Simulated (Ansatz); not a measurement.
# GaSb, response to strain

Consider GaSb in the zinc blende structure (space group F-43m, No. 216).

```xyz
2
Lattice="0.0000 3.0662 3.0662 3.0662 0.0000 3.0662 3.0662 3.0662 0.0000" Properties=species:S:1:pos:R:3 pbc="T T T"
Ga     0.0000     0.0000     0.0000
Sb     1.5331     1.5331     1.5331
```

Cartesian axes are those of the cell as printed.

Strains are applied to the cell and any free atomic positions relax; under biaxial strain the out-of-plane vector relaxes too.

Calculations: DFT with r2SCAN, PAW potentials and a 500 eV plane-wave cutoff in Ansatz (a program for electronic structure), no SOC.

Notes on the quantities. pressure: mean of the normal stresses, compression positive; energy relative to the base: free energy F.

| change | pressure | out-of-plane strain | band gap | energy relative to the base |
|---|---|---|---|---|
| base | 0.01 GPa | – | 0.41 eV | 0 meV/atom |
| biaxial strain +1.67 %, plane normal [111], relaxed out of plane | -1.28 GPa | -0.70 % | 0.17 eV | +6.0 meV/atom |
| biaxial strain +2.08 %, plane normal [111], relaxed out of plane | -1.57 GPa | -0.87 % | 0.14 eV | +9.2 meV/atom |
| biaxial strain +2.50 %, plane normal [111], relaxed out of plane | -1.85 GPa | -1.03 % | 0.13 eV | +13 meV/atom |

With Sb present, leaving out spin-orbit coupling can change the band edges. Whether these cells are dynamically stable was not tested. A zero or small gap of GaSb under biaxial strain +1.67 %, plane normal [111], relaxed out of plane, GaSb under biaxial strain +2.08 %, plane normal [111], relaxed out of plane and GaSb under biaxial strain +2.50 %, plane normal [111], relaxed out of plane can be the functional's error rather than a property of the material.
